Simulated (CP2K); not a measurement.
Band structure of Sr (Fm-3m, 1 atom in the cell).

```
CELL_PARAMETERS angstrom
      4.19149     0.00000     0.00000
      2.09575     3.62994     0.00000
      2.09575     1.20998     3.42234
ATOMIC_POSITIONS crystal
  Sr 0.00000 0.00000 0.00000
```

Computed with PBE, GPW, DZVP-MOLOPT-SR-GTH basis, GTH-PBE potentials (GTH_POTENTIALS) in CP2K.

Settings: CUTOFF = 500 Ry; REL_CUTOFF = 60 Ry; SMEAR/METHOD = FERMI_DIRAC; ELECTRONIC_TEMPERATURE = 1160.45 K; KPOINTS/SCHEME = MONKHORST-PACK 8 8 8; GAMMA_CENTERED = T; XC_FUNCTIONAL = PBE; Sr/BASIS_SET = DZVP-MOLOPT-SR-GTH-q10; Sr/POTENTIAL = GTH-PBE-q10; METHOD = GPW; EPS_DEFAULT = 1e-10; EXTRAPOLATION = USE_GUESS; NGRIDS = 5; SCF_GUESS = ATOMIC.

The starting cell comes from a database of computed structures (which also holds hypothetical and non-ambient phases and stackings), without a prior relaxation at this level. Its lattice was rescaled by a random factor within 2.5 % of one. Values carry the incompleteness of an atom-centred basis.

Levels in eV from the Fermi level, bands 2 to 7:
| point | 2 | 3 | 4 | 5 | 6 | 7 |
|---|---|---|---|---|---|---|
| Γ | -18.44 | -18.44 | -18.44 | -3.81 | 2.92 | 2.92 |
| X | -18.67 | -18.53 | -18.53 | -0.53 | 0.80 | 1.15 |
| W | -18.60 | -18.60 | -18.53 | 0.07 | 0.73 | 0.73 |
| K | -18.63 | -18.58 | -18.51 | -0.03 | 0.46 | 0.91 |
| L | -18.68 | -18.47 | -18.47 | -1.11 | 0.07 | 2.80 |
| U | -18.63 | -18.58 | -18.51 | -0.03 | 0.46 | 0.91 |

Bands cross the Fermi level along this path, so the cell is metallic at this level.

Higher empty bands are left out: an atom-centred basis made for the valence describes them poorly.
